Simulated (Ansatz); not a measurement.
Results of PBEsol (plane waves, PAW; Ansatz, a quantum-chemistry and plane-wave program) for WSi2 (model structure, started from the C54 type, Fddd, No. 70, 6 atoms in the cell).

Numerical settings: plane-wave cutoff 520 eV, 16×16×16 k mesh, Fermi–Dirac smearing 0.05 eV, no spin polarisation, scalar-relativistic PAW data made under PBE.

Cell (relaxed at this level):

```cif
data_Si4W2
_chemical_formula_sum 'Si4 W2'
_space_group_name_H-M_alt 'P 1'
_space_group_IT_number 1
_cell_length_a 5.94706
_cell_length_b 5.00592
_cell_length_c 4.54868
_cell_angle_alpha 76.822
_cell_angle_beta 55.043
_cell_angle_gamma 48.135
loop_
_space_group_symop_operation_xyz
  'x, y, z'
loop_
_atom_site_label
_atom_site_type_symbol
_atom_site_fract_x
_atom_site_fract_y
_atom_site_fract_z
_atom_site_occupancy
Si1 Si 0.66395 0.33605 0.66395 1
Si2 Si 0.33605 0.66395 0.33605 1
Si3 Si 0.58605 0.91395 0.58605 1
Si4 Si 0.91395 0.58605 0.91395 1
W1 W 0.00000 0.00000 0.00000 1
W2 W 0.25000 0.25000 0.25000 1
```

Problem. What does this level give for the bulk modulus B0?

Solution. 
* **bulk modulus B0**: 231 GPa

Note: the run has no spin polarisation, so it can have missed a magnetic state; the bulk modulus is −V dP/dV from two relaxed cells at ±2 % in volume; the relaxation could raise the start's symmetry but not lower it, so the cell can be a saddle point.

Spin–orbit coupling is not included; it can open a gap where bands touch, and shift volumes and moduli.

Static lattice: no zero-point or thermal effects.

Cost on a shared machine: about 7 core-minutes (a rough figure).

A model structure was made by putting elements into a prototype or built by hand; it is no filed structure, need not be a known phase, and can be a saddle point held by its symmetry.
